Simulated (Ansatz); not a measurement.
Base system: SrTiO3 in the cubic perovskite structure (space group Pm-3m, No. 221; a = 3.936 Å). Axes: x, y, z lie along the cube axes.

All numbers come from PBE (Ansatz, a program for electronic structure), no spin-orbit coupling.

Perturbation: an isotropic linear strain of −3.00 %, atoms relaxed at fixed cell.

### Question
Predict the stress tensor and what it implies for the stiffness.

### Answer
Stress of the strained cell less that of the base (GPa, compression positive):
```
  19.02    0.00    0.00
   0.00   19.02    0.00
   0.00    0.00   19.02
```

Then B = −ΔP/(ΔV/V₀) with ΔV/V₀ = -0.0873 gives secant stiffness values (nonlinear terms included at this strain): B ≈ 218 GPa.

As a check, the harmonic strain energy −½ V₀ Δσ:ε is 65 meV/atom; the computed energy rise is 58 meV/atom.

Whether these cells are dynamically stable was not tested. All final runs are without spin polarisation. Many cubic perovskites are stable only at high temperature; tilts and polar distortions were not tested.
